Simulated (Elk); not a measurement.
Band structure of ScAl3 (Pm-3m, 4 atoms in the cell).

```xyz
4
Lattice="3.9979 0.0000 0.0000 0.0000 3.9979 0.0000 0.0000 0.0000 3.9979" Properties=species:S:1:pos:R:3 pbc="T T T"
Sc     0.0000     0.0000     0.0000
Al     1.9989     0.0000     1.9989
Al     0.0000     1.9989     1.9989
Al     1.9989     1.9989     0.0000
```

Method: PBE, all-electron FP-LAPW, Elk's shipped species files, LAPW+lo basis in Elk 10.2.4.

Settings: xctype = 20; rgkmax = 8; stype = 3; swidth = 0.00367493 Ha; ngridk = 7 7 7; gmaxvr = 14 1/bohr; nxoapwlo = 1.

The starting cell comes from a database of computed structures (which also holds hypothetical and non-ambient phases and stackings), without a prior relaxation at this level. Its lattice was rescaled by a random factor within 2.5 % of one. Values depend on the basis (sphere radii, cutoffs, local orbitals), which need not be converged.

Levels in eV from the Fermi level, bands 16 to 23:
```tsv
point	16	17	18	19	20	21	22	23
Γ	-2.65	-1.78	-1.78	-1.78	1.32	1.40	1.40	1.40
X	-1.75	-1.75	-1.56	1.17	1.17	1.30	1.43	1.78
M	-5.67	-4.46	-0.52	-0.52	1.28	1.52	2.29	2.75
R	-4.85	-4.65	-2.95	-2.95	-2.95	1.18	2.86	2.86
```

Bands cross the Fermi level along this path, so the cell is metallic at this level.
